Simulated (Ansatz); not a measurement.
Start from CaSnSe₃ in the cubic perovskite structure (space group Pm-3m, No. 221; a = 5.2890 Å; a hypothetical phase, not in the database extracts checked). Axes: x, y, z lie along the cube axes.

Structures relaxed with Kohn–Sham DFT with the PBE functional, run in Ansatz (an electronic-structure program) with PAW and 420 eV plane waves, scalar-relativistic without spin-orbit coupling.

Base:

Simulated powder pattern, Cu Kα1, λ = 1.54056 Å (kinematic, ideal powder, no thermal factors, no anomalous dispersion; the 14 strongest lines at most, above 2 %, up to 2θ = 90°):

| 2θ (°) | I/Imax (%) | hkl |
|---|---|---|
| 16.75 | 86 | (100) |
| 23.77 | 21 | (110) |
| 29.22 | 33 | (111) |
| 33.87 | 100 | (200) |
| 38.01 | 44 | (210) |
| 48.65 | 70 | (220) |
| 51.81 | 23 | (221) |
| 57.77 | 13 | (311) |
| 60.60 | 24 | (222) |
| 63.35 | 10 | (320) |
| 71.26 | 11 | (400) |
| 73.81 | 13 | (410) |
| 81.28 | 31 | (420) |
| 83.73 | 9.3 | (421) |

After one change:

Simulated powder pattern, Cu Kα1, λ = 1.54056 Å (kinematic, ideal powder, no thermal factors, no anomalous dispersion; the 14 strongest lines at most, above 2 %, up to 2θ = 90°):

| 2θ (°) | I/Imax (%) |
|---|---|
| 16.75 | 86 |
| 17.39 | 39 |
| 24.23 | 20 |
| 29.60 | 48 |
| 33.87 | 100 |
| 35.19 | 45 |
| 38.01 | 22 |
| 38.31 | 22 |
| 39.21 | 20 |
| 48.65 | 35 |
| 49.64 | 66 |
| 52.76 | 17 |
| 61.45 | 34 |
| 81.28 | 15 |

Task: Name the change that was made.
A. uniaxial strain ε_xx = −3.65 %
B. uniaxial stress, 3 GPa compression along z
C. biaxial strain −4.41 %, plane normal [001], relaxed out of plane
D. biaxial strain −4.68 %, plane normal [110], relaxed out of plane

Result: A, uniaxial strain ε_xx = −3.65 %. Its volume per atom is 28.51 Å³ against 29.59 Å³, and its space group is P4/mmm (No. 123).

Beyond what the load breaks, stability against distortions was not tested. All final runs are without spin polarisation. Many cubic perovskites are stable only at high temperature; tilts and polar distortions were not tested.
